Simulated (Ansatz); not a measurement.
**CoSi2 (space group Fm-3m, No. 225; non-magnetic)**

```xyz
3
Lattice="0.0000 2.6561 2.6561 2.6561 0.0000 2.6561 2.6561 2.6561 0.0000" Properties=species:S:1:pos:R:3 pbc="T T T"
Co     0.0000     0.0000     0.0000
Si     1.3280     1.3280     1.3280
Si     3.9841     3.9841     3.9841
```

Calculations: PBEsol/PAW in Ansatz (a first-principles code), no spin-orbit coupling. Settings: 15×15×15 k-points, 0.05 eV Fermi–Dirac smearing.

```json
{
  "volume_per_atom": "12.49 Å³",
  "density": "5.10 g/cm³",
  "band_gap": "zero",
  "total_energy": "-2112.573 eV/atom (σ→0; compares only within this code and set-up)"
}
```

Whether these cells are dynamically stable was not tested. Starting moments died away, wholly or in part, for the base; another magnetic solution may exist. The final runs are not spin-polarised. An odd electron count without spin: CoSi2.
